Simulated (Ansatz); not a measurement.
We consider L1₂ (Cu3Au-type) Ni3Si, described by LC-ωPBE in Ansatz (PAW).

Settings: plane-wave cutoff 460 eV, 8×8×8 k mesh, Fermi–Dirac smearing 0.05 eV, no spin polarisation, scalar-relativistic PAW data made under PBE.

Computed points:

```csv
V (Å³/atom),E − E_lowest (meV/atom),P (GPa)
9.473,23.73,16.58
9.722,4.98,7.70
9.874,0.00,2.88
10.221,4.48,-6.72
10.416,15.55,-11.35
```

Question: Fit the third-order Birch–Murnaghan equation and give B0 and B′.

Answer: V0 = 9.971 Å³/atom, B0 = 287 GPa, B′ = 4.6 (fit to the energies at full precision).

Measured, for comparison: equilibrium volume per atom 10.81 Å³/atom (temperature not stated, not corrected to a static lattice; as tabulated in Metallic Nickel Silicides: Experiments and Theory for NiSi and First Principles …). Computed (rounded) less measured: equilibrium volume per atom -7.8 %.

Note: the run has no spin polarisation, so it can have missed a magnetic state.

Static lattice: no zero-point or thermal effects.

Ansatz is a first-principles code.
